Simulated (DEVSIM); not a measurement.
Structure: Mo/SiO2/n-Si capacitor, at 300 K.

Layer 1 from the left is SiO2, thickness (nm) 9.40. Layer 2 from the left is Si, thickness (nm) 5000, Nd (cm⁻³) 1.3e16.

Metal gate on the left, work function 4.6 eV. Fixed charge at the semiconductor interface 8.6e11 cm⁻² (in units of +e); no interface traps.

The device is made up for the run: typed textbook-type constants, with dimensions and the other settings drawn at random. Values at 300 K.

SiO2: gap (eV) 9, affinity (eV) 0.9, permittivity 3.9. Si: gap (eV) 1.124, affinity (eV) 4.05, permittivity 11.7, Nc (cm⁻³) 2.86e19, Nv (cm⁻³) 3.1e19.

DEVSIM, 1D Poisson equation in equilibrium, Boltzmann statistics, complete ionisation; no quantum confinement or tunnelling. Metal contacts follow the ideal Schottky-Mott rule: no Fermi-level pinning, no interface dipoles.

What does the simulation give for the minimum of the low-frequency capacitance, the threshold voltage (band bending 2φF)?

minimum of the low-frequency capacitance 0.0388 μF/cm²; threshold voltage (band bending 2φF) -0.90 V.
